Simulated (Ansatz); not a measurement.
Start from BeSe in the zinc blende structure (space group F-43m, No. 216; a = 5.129 Å). Axes: x, y, z lie along the cube axes.

Method: PBEsol/PAW in Ansatz (an electronic-structure program), spin-orbit coupling left out.

Strains are applied to the cell and any free atomic positions relax.

One change was made to it. Results:

The energy grows by 1.6 meV/atom; the pressure (mean of the normal stresses, compression positive) goes from zero to 1.23 GPa; the band gap falls by 0.16 eV to 2.31 eV; the shortest interatomic distance decreases by 0.021 bohr (4.197 bohr → 4.176 bohr); the hole mass amounts to 0.24 mₑ along z, 0.44 mₑ across (at Γ).

Q: What was done to the base?
A) uniaxial strain ε_zz = −1.50 %
B) uniaxial strain ε_zz = −2.50 %
C) uniaxial strain ε_zz = −2.00 %

A: A, uniaxial strain ε_zz = −1.50 %. For comparison, the band gap in the other runs: uniaxial strain ε_zz = −2.00 % gives 2.26 eV; uniaxial strain ε_zz = −2.50 % gives 2.20 eV.

Masses are band curvatures over ±0.01 Å⁻¹ around the edge. Whether these cells are dynamically stable was not tested.
